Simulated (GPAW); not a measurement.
Troubleshooting GPAW: a failed run on MoPdRu2 (P-6m2, 4 atoms in the cell). The aim is a self-consistent single point with DFT PBEsol, plane waves, GPAW PAW datasets PBEsol (made by gpaw-setup).

The input file:

```python
from ase import Atoms
from ase.units import GPa
from gpaw import GPAW

atoms = Atoms(['Mo', 'Ru', 'Ru', 'Pd'],
              cell=[[2.781473, 0.000000, 0.000000],
                    [-1.390736, 2.408826, 0.000000],
                    [0.000000, 0.000000, 8.920455]],
              scaled_positions=[[0.000000, 0.000000, 0.000000],
                                [0.666667, 0.333333, 0.242150],
                                [0.666667, 0.333333, 0.757850],
                                [0.000000, 0.000000, 0.500000]],
              pbc=True)

calc = GPAW(mode={'name': 'pw', 'ecut': 550},
            xc='PBEsol',
            kpts=(11, 11, 3),
            occupations={'name': 'fermi-dirac', 'width': 0.136},
            nbands=-8,
            convergence={'density': 1e-05},
            symmetry={'symmorphic': False, 'tolerance': 0.0005},
            maxiter=3)

atoms.calc = calc

energy = atoms.get_potential_energy()
print('Energy (eV):', round(energy, 6))
forces = atoms.get_forces()
print('Forces (eV/Ang):')
print(forces.round(5))
stress = atoms.get_stress()
print('Stress (GPa, Voigt):', (stress / GPa).round(4))
```

Log, with long lists cut:

```
     iter     time        total  log10-change:
                         energy   eigst   dens
iter:   1 --:--:--   -47.112701
iter:   2 --:--:--   -40.967193   -0.39  -1.08
iter:   3 --:--:--   -39.396322   -1.71  -1.26

Did not converge!

Here are some tips:

1) Make sure the geometry and spin-state is physically sound.
2) Use less aggressive density mixing.
3) Solve the eigenvalue problem more accurately at each scf-step.
4) Use a smoother distribution function for the occupation numbers.
5) Try adding more empty states.
6) Use enough k-points.
7) Don't let your structure optimization algorithm take too large steps.
8) Solve the Poisson equation more accurately.
9) Better initial guess for the wave functions.

See details here:

    https://gpaw.readthedocs.io/documentation/convergence.html
Traceback (most recent call last):
   [... frames left out ...]
gpaw.KohnShamConvergenceError: Did not converge!  See text output for help.
```

Problem. Find the mistake and give the fix.

Solution. The fault is an iteration limit that is too low. The loop is cut before its threshold is met, so whatever is printed at the end is not self-consistent. To fix it, raise the limit, or leave it to the default. The run ended unconverged after 3 iterations.

An input that runs soundly differs in these lines (not the only fix; some lines may just follow from the change or write a value another way):
```diff
-            maxiter=3)
+            maxiter=120)
```

With that input, the run converged in 23 iterations: free energy E − TS (from the program's reference atoms) -37.1596 eV; Fermi level (on the code's own zero) 11.48 eV; pressure -13.12 GPa; largest force (vector length) 0.129 eV/Å (DFT PBEsol, plane waves, GPAW PAW datasets PBEsol (made by gpaw-setup)).

On the sound input: the starting cell comes from a database of computed structures (which also holds hypothetical and non-ambient phases and stackings), without a prior relaxation at this level. Its lattice was rescaled by a random factor within 2.5 % of one. Spin polarisation is off. With a pressure of about -13 GPa the cell is away from its equilibrium volume at this level.
